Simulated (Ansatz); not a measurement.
Start from BeS in the zinc blende structure (space group F-43m, No. 216; a = 4.8686 Å). Axes: x, y, z lie along the cube axes.

Computed with plane-wave PAW DFT at the r2SCAN level (Ansatz, an electronic-structure program, 500 eV), spin-orbit coupling left out.

Strains are applied to the cell and any free atomic positions relax; under biaxial strain the out-of-plane vector relaxes too.

One change was made to it. Results:

| quantity | base | after |
|---|---|---|
| hole mass | – | 0.34 mₑ out of plane, 0.56 mₑ in plane (at Γ) |
| band gap | 3.59 eV | 3.34 eV |
| electron mass | 0.79 mₑ along k, 0.29 mₑ across (at X) | 0.75 mₑ along k, 0.30 mₑ across (at X) |
| energy relative to the base (free energy F) | 0 meV/atom | +6.2 meV/atom |

### Question
Which change produced these results?
A) biaxial strain +2.00 %, plane normal [001], relaxed out of plane
B) biaxial strain +0.50 %, plane normal [001], relaxed out of plane
C) biaxial strain +1.00 %, plane normal [001], relaxed out of plane
D) biaxial strain +2.50 %, plane normal [001], relaxed out of plane

### Answer
A, biaxial strain +2.00 %, plane normal [001], relaxed out of plane. For comparison, the band gap in the other runs: biaxial strain +2.50 %, plane normal [001], relaxed out of plane gives 3.29 eV; biaxial strain +1.00 %, plane normal [001], relaxed out of plane gives 3.46 eV; biaxial strain +0.50 %, plane normal [001], relaxed out of plane gives 3.52 eV.

Effective masses come from finite differences of ±0.01 Å⁻¹. Along k means along the line from Γ to the band edge. Stability against distortions was not tested.
